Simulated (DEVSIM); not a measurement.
Structure: abrupt Si p-n junction, at 300 K.

Layer 1 from the left is Si, thickness (μm) 0.810, Na (cm⁻³) 2.9e16, τn (s) 0.00024, τp (s) 0.00024. Layer 2 from the left is Si, thickness (μm) 250, Nd (cm⁻³) 7.1e17, τn (s) 0.00024, τp (s) 0.00024.

Left contact: ohmic. Right contact: ohmic. Voltage is applied to the left contact. Recombination: SRH at mid-gap, radiative, Auger. Mobility is constant in doping.

Constants are typed, rounded textbook-type inputs, not results; the design itself was drawn at random and stands for no fabricated device. Values at 300 K.

Si: gap (eV) 1.124, affinity (eV) 4.05, permittivity 11.7, Nc (cm⁻³) 2.86e19, Nv (cm⁻³) 3.1e19, μn (cm²/Vs) 1417, μp (cm²/Vs) 470, B (cm³/s) 4.7e-15, Cn (cm⁶/s) 2.8e-31, Cp (cm⁶/s) 9.9e-32.

Model (solved in DEVSIM): 1D drift-diffusion, Boltzmann statistics, complete ionisation; no tunnelling, impact ionisation, image-force lowering or self-heating.

Q: What does the simulation give for the dark forward voltage at 1 A/cm², the potential step across the device at zero bias, the dark forward voltage at 100 A/cm², the largest field in the device at zero bias?

A: dark forward voltage at 1 A/cm² 0.565 V; potential step across the device at zero bias 0.848 V; dark forward voltage at 100 A/cm² 0.701 V; largest field in the device at zero bias 87000 V/cm.
